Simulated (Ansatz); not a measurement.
## GaAs, response to strain

Start from GaAs in the zinc blende structure (space group F-43m, No. 216; a = 5.603 Å). Axes: x, y, z lie along the cube axes.

Strains are applied to the cell and any free atomic positions relax.

Computed with DFT with LDA, PAW potentials and a 420 eV plane-wave cutoff in Ansatz (a quantum-chemistry and plane-wave program), no spin-orbit coupling.

Notes on the quantities. pressure: mean of the normal stresses, compression positive; energy relative to the base: free energy F.

```tsv
case	pressure	volume per atom	energy relative to the base
base	0.01 GPa	21.98 Å³	0 meV/atom
uniaxial strain ε_zz = −2.50 %	1.99 GPa	21.44 Å³	+5.1 meV/atom
uniaxial strain ε_zz = −2.00 %	1.58 GPa	21.55 Å³	+3.3 meV/atom
uniaxial strain ε_zz = −1.50 %	1.17 GPa	21.66 Å³	+1.8 meV/atom
uniaxial strain ε_zz = −1.00 %	0.77 GPa	21.77 Å³	+0.8 meV/atom
uniaxial strain ε_zz = −0.50 %	0.39 GPa	21.87 Å³	+0.2 meV/atom
uniaxial strain ε_zz = +0.50 %	-0.36 GPa	22.09 Å³	+0.2 meV/atom
uniaxial strain ε_zz = +1.00 %	-0.72 GPa	22.20 Å³	+0.8 meV/atom
uniaxial strain ε_zz = +2.00 %	-1.40 GPa	22.42 Å³	+3.1 meV/atom
uniaxial strain ε_zz = +3.00 %	-2.05 GPa	22.64 Å³	+7.0 meV/atom
```

No phonon test of stability was made.
